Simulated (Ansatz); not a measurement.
Take Rh in the fcc (Cu type) structure (space group Fm-3m, No. 225; a = 3.782 Å; relaxed with 0.1 eV smearing) as the base. Axes: x, y, z lie along the cube axes.

The values are results of PBEsol (Ansatz, a quantum-chemistry and plane-wave program), without spin-orbit coupling, earlier PAW set, not measurements.

For the base:

| Property | Value |
|---|---|
| Pressure | 0.0 GPa |
| Shortest interatomic distance | 2.674 Å |

It is then changed as follows: strain tensor (xx, yy, zz, yz, xz, xy) = (−0.03, +0.05, +1.14, +0.60, +0.99, −0.19) %; the atoms relax in the strained cell.

Task: What does the calculation give for the energy relative to the base, pressure and shortest interatomic distance after the change?

Result: The energy grows by 7.1 meV/atom; the pressure (mean of the normal stresses, compression positive) goes from zero to -3.1 GPa; the shortest interatomic distance falls by 0.0115 Å to 2.663 Å.

No phonon test of stability was made. All final runs are without spin polarisation.
